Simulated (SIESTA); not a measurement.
Worked example: self-consistent single point of YZn5 (P6/mmm, 6 atoms in the cell) in SIESTA.

Method: SIESTA with LDA PW92, numerical atomic orbitals DZP, PseudoDojo LDA standard norm-conserving potentials (rewritten from UPF to PSML).

The change in words: lattice scaled by 0.98. Reference geometry:
```
YZn5
1.0
    5.33374     0.00000     0.00000
   -2.66687     4.61915     0.00000
    0.00000     0.00000     4.24268
Y Zn
1 5
Direct
  0.00000   0.00000   0.00000
  0.00000   0.50000   0.50000
  0.50000   0.00000   0.50000
  0.50000   0.50000   0.50000
  0.33333   0.66667   0.00000
  0.66667   0.33333   0.00000
```

Reference input (self-consistent single point, DFT, LDA PW92, numerical atomic orbitals DZP, PseudoDojo LDA standard norm-conserving potentials (rewritten from UPF to PSML)): XC.functional = LDA; XC.authors = PW92; potentials = PseudoDojo LDA standard; PAO.BasisSize = DZP; PAO.EnergyShift = 0.01 Ry; MeshCutoff = 400 Ry; kgrid.MonkhorstPack = 6 6 6; OccupationFunction = FD; ElectronicTemperature = 0.136 eV; MaxSCFIterations = 150; SCF.Mixer.Method = Broyden; SCF.Mixer.Weight = 0.25. This run's input differs from it in these lines:

```diff
@@ -10,7 +10,7 @@
 %endblock ChemicalSpeciesLabel
-LatticeConstant              5.333736 Ang
+LatticeConstant              5.227061 Ang
 %block LatticeVectors
      1.000000000    0.000000000    0.000000000
-    -0.500000000    0.866025615    0.000000000
-     0.000000000    0.000000000    0.795442257
+    -0.500000096    0.866025669    0.000000000
+     0.000000000    0.000000000    0.795442219
 %endblock LatticeVectors
@@ -19,7 +19,7 @@
      0.000000000    0.000000000    0.000000000  1
-    -0.250000000    0.433012808    0.397721128  2
-     0.500000000    0.000000000    0.397721128  2
-     0.250000000    0.433012808    0.397721128  2
-    -0.000000500    0.577350699    0.000000000  2
-     0.500000500    0.288674916    0.000000000  2
+    -0.250000048    0.433012835    0.397721109  2
+     0.500000000    0.000000000    0.397721109  2
+     0.249999952    0.433012835    0.397721109  2
+    -0.000000564    0.577350735    0.000000000  2
+     0.500000468    0.288674934    0.000000000  2
 %endblock AtomicCoordinatesAndAtomicSpecies
```

The program printed (abridged):

```
        iscf     Eharris(eV)        E_KS(eV)     FreeEng(eV)     dDmax    Ef(eV) dHmax(eV)
   scf:    1   -29063.228140   -29373.138209   -29373.568811  3.143922  0.085259 41.089794
   scf:    2   -29548.348343   -29524.887880   -29524.953019  2.609727 -0.675785 10.888942
   scf:    3   -29529.087698   -29527.192832   -29527.277866  0.327562 -0.831765  5.679617
   scf:    4   -29527.646443   -29527.912746   -29528.046185  0.347400 -1.216999  1.494793
   scf:    5   -29528.084135   -29528.079298   -29528.192449  0.115432 -1.138127  0.724390
   [... 4 lines left out ...]
   scf:   10   -29528.087163   -29528.087246   -29528.204218  0.000603 -1.217901  0.001524
   scf:   11   -29528.087258   -29528.087252   -29528.204218  0.000058 -1.217940  0.000493
   scf:   12   -29528.087242   -29528.087247   -29528.204218  0.000027 -1.217993  0.000312
   scf:   13   -29528.087245   -29528.087246   -29528.204218  0.000009 -1.218011  0.000220
SCF Convergence by DM+H criterion
max |DM_out - DM_in|         :     0.0000090830
max |H_out - H_in|      (eV) :     0.0002203584
SCF cycle converged after 13 iterations

Using DM_out to compute the final energy and forces

siesta: E_KS(eV) =           -29528.0872

siesta: E_KS - E_eggbox =    -29528.0872

siesta: Atomic forces (eV/Ang):
     1    0.000000   -0.000000    0.000000
     2    0.000000   -0.000000   -0.000000
     3   -0.000000    0.000000   -0.000000
     4    0.000000   -0.000000   -0.000000
     5    0.000085   -0.000051   -0.000000
     6   -0.000085    0.000051   -0.000000
   Tot    0.000000   -0.000000   -0.000001
   Max    0.000085
   Res    0.000033    sqrt( Sum f_i^2 / 3N )
   Max    0.000085    constrained

   [... lines left out ...]
siesta: FreeEng =    -29528.204218
   [... lines left out ...]
siesta:     0.071658    0.000000   -0.000000
siesta:     0.000000    0.071658   -0.000000
siesta:    -0.000000   -0.000000    0.063229

siesta: Cell volume =         98.381198 Ang**3

siesta: Pressure (static):
siesta:                Solid            Molecule  Units
siesta:          -0.00074985         -0.00074984  Ry/Bohr**3
siesta:          -0.06884830         -0.06884728  eV/Ang**3
siesta:        -110.30713464       -110.30550437  kBar
```

The run converged in 13 iterations. Against the reference run the free energy falls by 89.6 meV/atom and the pressure goes from -16.66 to -11.03 GPa.

The starting cell comes from a database of computed structures (which also holds hypothetical and non-ambient phases and stackings), without a prior relaxation at this level. Its lattice was rescaled by a random factor within 2.5 % of one. For this run, on top of that: lattice scaled by 0.98. Values carry the incompleteness of an atom-centred basis. With a pressure of about -11 GPa the cell is away from its equilibrium volume at this level.

Cost on one core of a shared machine: roughly 60 s.
